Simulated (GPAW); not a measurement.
A self-consistent single point of K2SnHgTe4 (I-42m, 8 atoms in the cell) with GPAW

Level of theory: LDA (Perdew-Wang 92), GPAW PAW datasets LDA (gpaw-data 1.0.1) (plane waves; GPAW 25.7.0).

Input as run:

```python
from ase import Atoms
from ase.units import GPa
from gpaw import GPAW

atoms = Atoms(['K', 'K', 'Sn', 'Hg', 'Te', 'Te', 'Te', 'Te'],
              cell=[[-4.393530, 4.393530, 3.735840],
                    [4.393530, -4.393530, 3.735840],
                    [4.393530, 4.393530, -3.735840]],
              positions=[[0.000000, 4.393530, 0.000000],
                         [4.393530, 0.000000, 0.000000],
                         [0.000000, 0.000000, 0.000000],
                         [0.000000, 0.000000, 3.735840],
                         [1.540987, -1.540987, 5.694765],
                         [2.852543, 2.852543, -1.958925],
                         [-1.540987, 1.540987, 5.694765],
                         [1.540987, 1.540987, 1.776915]],
              pbc=True)

calc = GPAW(mode={'name': 'pw', 'ecut': 550},
            xc='LDA',
            kpts=(3, 3, 3),
            occupations={'name': 'fixed-uniform'},
            nbands=-8,
            convergence={'forces': 0.001, 'bands': -6},
            symmetry={'symmorphic': False, 'tolerance': 0.0005},
            maxiter=100,
            txt='-')

atoms.calc = calc

energy = atoms.get_potential_energy()
print('Energy (eV):', round(energy, 6))
forces = atoms.get_forces()
print('Forces (eV/Ang):')
print(forces.round(5))
stress = atoms.get_stress()
print('Stress (GPa, Voigt):', (stress / GPa).round(4))
```

Log, with long lists cut:

```
Input parameters:
  convergence: {bands: -6,
                forces: 0.001}
  kpts: [3 3 3]
  maxiter: 100
  mode: {ecut: 550,
         name: pw}
  nbands: -8
  occupations: {name: fixed-uniform}
  symmetry: {symmorphic: False,
             tolerance: 0.0005}

species:
  K:
    name: Potassium
    Z: 19.0
    valence: 9
    core: 10
    charge: 0.0
    file: K.LDA.gz

    # Using partial waves for K as LCAO basis

  Sn:
    name: Tin
    Z: 50.0
    valence: 14
    core: 36
    charge: 0.0
    file: Sn.LDA.gz

    # Using partial waves for Sn as LCAO basis

  Hg:
    name: Mercury
    Z: 80.0
    valence: 18
    core: 62
    charge: 0.0
    file: Hg.LDA.gz

    # Using partial waves for Hg as LCAO basis

  Te:
    name: Tellurium
    Z: 52.0
    valence: 6
    core: 46
    charge: 0.0
    file: Te.LDA.gz

    # Using partial waves for Te as LCAO basis

Reference energy: -1471961.872434  # eV

Spin-paired calculation

Convergence criteria:
 Maximum [total energy] change in last 3 cyles: 0.0005 eV / valence electron
 Maximum integral of absolute [dens]ity change: 0.0001 electrons / valence electron
 Maximum integral of absolute [eigenst]ate change: 4e-08 eV^2 / valence electron
 Maximum change in the atomic [forces] across last 2 cycles: 0.001 eV/Ang OR
Maximum error relative to the maximum force is below inf
 Maximum number of scf [iter]ations: 100

Symmetries present (total): 8
Symmetries with fractional translations: 0
27 k-points: 3 x 3 x 3 Monkhorst-Pack grid
6 k-points in the irreducible part of the Brillouin zone
       k-points in crystal coordinates                weights
   0:     0.00000000    0.00000000    0.00000000          1/27
   1:     0.33333333   -0.33333333    0.00000000          4/27
   2:     0.33333333   -0.33333333    0.33333333          4/27
   3:     0.33333333    0.00000000    0.00000000          8/27
   4:     0.33333333    0.33333333   -0.33333333          2/27
   5:     0.33333333    0.33333333    0.33333333          8/27

Wave functions: Plane wave expansion
  Cutoff energy: 550.000 eV
  Number of coefficients (min, max): 8447, 8475
  Pulay-stress correction: 0.000000 eV/Ang^3 (de/decut=0.000000)

Occupation numbers: # Uniform distribution of occupation numbers

Eigensolver

Densities:
  Coarse grid: 40*40*40 grid
  Fine grid: 80*80*80 grid
  Total Charge: 0.000000

Density mixing:
  Method: separate
  Backend: pulay
  Linear mixing parameter: 0.05
  old densities: 5
  Damping of long wavelength oscillations: 50

Hamiltonian:
  XC and Coulomb potentials evaluated on a 80*80*80 grid
  External potential:
    NoExternalPotential

Number of atoms: 8
Number of atomic orbitals: 47
Number of bands in calculation: 45
Number of valence electrons: 74
Bands to converge: 39

Density initialized from atomic densities
  45 bands from LCAO basis set

Atomic positions and initial magnetic moments

Positions:
   0 K      0.000000    4.393530    0.000000    ( 0.0000,  0.0000,  0.0000)
   1 K      4.393530    0.000000    0.000000    ( 0.0000,  0.0000,  0.0000)
   2 Sn     0.000000    0.000000    0.000000    ( 0.0000,  0.0000,  0.0000)
   3 Hg     0.000000    0.000000    3.735840    ( 0.0000,  0.0000,  0.0000)
   4 Te     1.540987   -1.540987    5.694765    ( 0.0000,  0.0000,  0.0000)
   5 Te     2.852543    2.852543   -1.958925    ( 0.0000,  0.0000,  0.0000)
   6 Te    -1.540987    1.540987    5.694765    ( 0.0000,  0.0000,  0.0000)
   7 Te     1.540987    1.540987    1.776915    ( 0.0000,  0.0000,  0.0000)

Unit cell:
           periodic     x           y           z      points  spacing
  1. axis:    yes   -4.393530    4.393530    3.735840    40     0.1423
  2. axis:    yes    4.393530   -4.393530    3.735840    40     0.1423
  3. axis:    yes    4.393530    4.393530   -3.735840    40     0.1553

  Lengths:   7.250015   7.250015   7.250015
  Angles:  105.397909 105.397909 117.966688

Effective grid spacing dv^(1/3) = 0.1652

     iter     time        total  log10-change:
                         energy   eigst   dens  force
iter:   1 --:--:--   -29.523355   +0.03
iter:   2 --:--:--   -29.431424   -1.05  -1.29
iter:   3 --:--:--   -28.920791   -1.36  -1.32
iter:   4 --:--:--   -29.103016   -1.56  -1.53
iter:   5 --:--:--   -28.894446   -2.21  -1.72
iter:   6 --:--:--   -28.899771   -3.21  -2.24
iter:   7 --:--:--   -28.891301c  -3.38  -2.30
iter:   8 --:--:--   -28.887710c  -3.35  -2.58
iter:   9 --:--:--   -28.887917c  -4.39  -2.85
iter:  10 --:--:--   -28.886947c  -4.49  -2.81
iter:  11 --:--:--   -28.886995c  -4.57  -3.08
iter:  12 --:--:--   -28.887020c  -5.52  -3.41
iter:  13 --:--:--   -28.886901c  -5.84  -3.44
iter:  14 --:--:--   -28.886769c  -5.53  -3.53
iter:  15 --:--:--   -28.886773c  -6.50  -3.71
iter:  16 --:--:--   -28.886773c  -6.81  -3.70
iter:  17 --:--:--   -28.886757c  -6.08  -3.72
iter:  18 --:--:--   -28.886754c  -6.71  -3.96
iter:  19 --:--:--   -28.886754c  -7.49c -4.03c
iter:  20 --:--:--   -28.886751c  -6.88  -4.08c
iter:  21 --:--:--   -28.886751c  -7.54c -4.35c -2.43
iter:  22 --:--:--   -28.886751c  -8.72c -4.51c -3.68c

Converged after 22 iterations.

Dipole moment: (-0.000000, -0.000000, 0.000000) |e|*Ang

Energy contributions relative to reference atoms: (reference = -1471961.872434)

Kinetic:        +35.311356
Potential:      -31.808032
External:        +0.000000
XC:             -29.369772
Entropy (-ST):   +0.000000
Local:           -3.020303
SIC:             +0.000000
--------------------------
Free energy:    -28.886751
Extrapolated:   -28.886751

Showing only first 2 kpts
 Kpt  Band  Eigenvalues  Occupancy
  0    35      3.01107    2.00000
  0    36      3.01107    2.00000
  0    37      4.40464    0.00000
  0    38      5.50337    0.00000

  1    35      2.68864    2.00000
  1    36      3.08449    2.00000
  1    37      4.66047    0.00000
  1    38      5.14096    0.00000

Fermi level: 3.57849

Gap: 0.988 eV
Transition (v -> c):
  (s=0, k=1, n=36, [0.33, -0.33, 0.00]) -> (s=0, k=4, n=37, [0.33, 0.33, -0.33])
Direct/indirect transitions are different
Direct gap: 1.179 eV
Transition at: (s=0, k=4, n=36, [0.33, 0.33, -0.33])
Energy (eV): -28.886751

Forces in eV/Ang:
  0 K    -0.00000    0.00000    0.00000
  1 K    -0.00000    0.00000    0.00000
  2 Sn    0.00000   -0.00000   -0.00000
  3 Hg    0.00000   -0.00000    0.00000
  4 Te   -0.25486    0.25486    0.03288
  5 Te    0.25486    0.25486   -0.03288
  6 Te    0.25486   -0.25486    0.03288
  7 Te   -0.25486   -0.25486   -0.03288

Stress tensor:
     0.018201     0.000000     0.000000
     0.000000     0.018201     0.000000
     0.000000     0.000000     0.021142
Stress (GPa, Voigt): [2.9162 2.9162 3.3874 0.     0.     0.    ]
```

The run converged in 22 iterations. GPAW prints stress with tension positive.

The starting cell comes from a database of computed structures (which also holds hypothetical and non-ambient phases and stackings), without a prior relaxation at this level. Spin-orbit coupling is off. With a pressure of about -3 GPa the cell is away from its equilibrium volume at this level.

Cost on one core of a shared machine: roughly 80 s.
